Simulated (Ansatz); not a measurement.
Consider the following.

```
CuI
1.0
   -0.01782     2.90255     2.95155
    2.98867    -0.00535     2.93908
    2.98837     2.88979    -0.00505
I Cu
1 1
Cartesian
  4.47121   4.33609   4.40983
 -0.00179   0.00416   0.00436
```

No spin polarisation.

Computed with PBEsol, PAW, 420 eV (Ansatz, a first-principles code; no SOC), earlier PAW set. Settings: 10×10×10 k-points, 0.05 eV Fermi–Dirac smearing.

What gap character does the calculation give?

Direct at Γ.

Predict the band gap.

1.20 eV.

What is the computed stress (xx, yy, zz, yz, xz, xy; compression positive)?

(0.81, 1.44, 1.15, -0.06, 0.14, 0.15) GPa.

What valence-band top at Γ (three highest levels, from the VBM) does the calculation give?

0.00, -0.03, -0.07 eV.

Spin-orbit coupling, missing from the scalar runs, can matter with I. The cells carry an imposed strain or load. Whether these cells are dynamically stable was not tested. The final runs are not spin-polarised. The cell was made from CuI in the zinc blende structure (space group F-43m, No. 216) by this change: strain tensor (xx, yy, zz, yz, xz, xy) = (+0.94, −2.38, −0.73, +0.13, −0.30, −0.31) %.
